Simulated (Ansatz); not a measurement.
These are PBE (plane waves to 420 eV, PAW; Ansatz, a first-principles code) values and carry that method's errors.

Electrostatic potential energy of an electron, averaged over planes parallel to the surface, in eV from the Fermi level, for F on the 1x1 (111) surface of fcc Ag, one in a 2x1 cell, started at the site 'bridge Ag-Ag (span 2.9 Å)':

```csv
z (Å),V (eV)
5.30,4.46
5.59,4.46
5.89,4.45
6.18,4.45
6.48,4.44
6.77,4.43
7.07,4.40
7.36,4.34
7.66,4.22
7.95,3.96
8.24,3.41
8.54,2.19
8.83,-0.97
9.13,-6.17
9.42,-10.50
9.72,-11.91
10.01,-9.88
10.31,-5.28
10.60,-0.55
10.89,1.01
11.19,-1.04
11.48,-5.95
11.78,-10.39
12.07,-12.08
12.37,-10.32
12.66,-5.83
12.96,-0.94
13.25,1.01
13.54,-0.69
13.84,-5.48
14.13,-10.06
14.43,-12.00
14.72,-10.50
15.02,-6.17
15.31,-1.20
15.61,1.01
15.90,-0.64
16.19,-5.37
16.49,-9.88
16.78,-11.75
17.08,-10.16
17.37,-5.74
17.67,-1.05
17.96,0.19
18.26,0.78
18.55,2.51
18.84,5.21
19.14,6.52
19.43,6.80
19.73,6.89
20.02,6.92
20.32,6.93
20.61,6.94
20.91,6.94
21.20,6.94
21.49,6.94
21.79,6.94
22.08,6.94
22.38,6.94
22.67,6.94
```

Slab: 9 atoms, 7.1 Å thick at the start under the adsorbate (thin: gaps and levels are the slab's own); k 6x12x1, smearing 0.1 eV, dipole-corrected; 4 atoms held, the rest relaxed; symmetry of the start imposed; no spin, no spin-orbit, no U, no dispersion correction. At the end it is bonded to 3 Ag. In PBE it is, or lies within 0.03 eV of, the lowest of the starts that converged.

Task: The surface cell has an area of 14.90 Å². What dipole along the normal does the step between the two vacuum levels imply?

Result: the top vacuum level lies 2.48 eV above the bottom one; p = −ε₀ A ΔV (ε₀ = 0.005526 e/(V·Å)) gives -0.20 e·Å a cell.
